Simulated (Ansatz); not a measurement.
This Ansatz (a quantum-chemistry and plane-wave program) input is the reference run, BN in the zinc blende structure (space group F-43m, No. 216), computed with Kohn–Sham DFT with the PBEsol functional, run in Ansatz with PAW and 420 eV plane waves, spin-orbit coupling left out:

Ansatz 0.2 input:
```yaml
crystal:
  lattice:
    - [0, 1.8028392964, 1.8028392964]
    - [1.8028392964, 0, 1.8028392964]
    - [1.8028392964, 1.8028392964, 0]
  atoms:
    - { symbol: B, position: [0, 0, 0] }
    - { symbol: N, position: [0.25, 0.25, 0.25] }
basis: { ecutwfc: 420, ecutrho_ratio: 4, xc_grid: 2, fft_grid_basis: typed }
kpoints: { mp_grid: { grid: [16, 16, 16] } }
hamiltonian:
  xc: pbesol
  dispersion: none
  pseudopotentials: { kind: paw }
scf: { occupations: { method: fermi_dirac, width: 0.05 }, convergence: { dr2_threshold: 0.0000000002 } }
output: { forces: true, stress: true }
checkpoint: { write: state.ck, write_every: 1000 }
```

Q: Write the input for this change: every lattice vector is stretched by 3.00 %; the atoms relax in the strained cell.

A: 
Ansatz 0.2 input:
```yaml
crystal:
  lattice:
    - [0, 1.8569244753, 1.8569244753]
    - [1.8569244753, 0, 1.8569244753]
    - [1.8569244753, 1.8569244753, 0]
  atoms:
    - { symbol: B, position: [0, 0, 0] }
    - { symbol: N, position: [0.25, 0.25, 0.25] }
basis: { ecutwfc: 420, ecutrho_ratio: 4, xc_grid: 2, fft_grid_basis: typed }
kpoints: { mp_grid: { grid: [16, 16, 16] } }
hamiltonian:
  xc: pbesol
  dispersion: none
  pseudopotentials: { kind: paw }
scf: { occupations: { method: fermi_dirac, width: 0.05 }, convergence: { dr2_threshold: 0.0000000002 } }
relax: { f_tol: 0.005, max_steps: 50 }
output: { forces: true, stress: true }
checkpoint: { write: state.ck, write_every: 1000 }
```
This is the input that was run.

Whether these cells are dynamically stable was not tested.
